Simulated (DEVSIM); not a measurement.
Device: Ti/SiO2/n-Si capacitor, at 300 K.

Layer 1 from the left is SiO2, thickness (nm) 29.0. Layer 2 from the left is Si, thickness (nm) 7300, Nd (cm⁻³) 6.2e15.

Metal gate on the left, work function 4.33 eV. Fixed charge at the semiconductor interface -4.5e10 cm⁻² (in units of +e); interface traps 1e10 cm⁻² eV⁻¹, uniform in energy, neutral level at 0.3 of the gap above the valence band.

The device is made up for the run: typed textbook-type constants, with dimensions and the other settings drawn at random. Values at 300 K.

SiO2: gap (eV) 9, affinity (eV) 0.9, permittivity 3.9. Si: gap (eV) 1.124, affinity (eV) 4.05, permittivity 11.7, Nc (cm⁻³) 2.86e19, Nv (cm⁻³) 3.1e19.

DEVSIM, 1D Poisson equation in equilibrium, Boltzmann statistics, complete ionisation; no quantum confinement or tunnelling. Metal contacts follow the ideal Schottky-Mott rule: no Fermi-level pinning, no interface dipoles.

**Question.** What does the simulation give for the flat-band voltage, the threshold voltage (band bending 2φF)?

**Answer.** flat-band voltage 0.13 V; threshold voltage (band bending 2φF) -0.88 V.
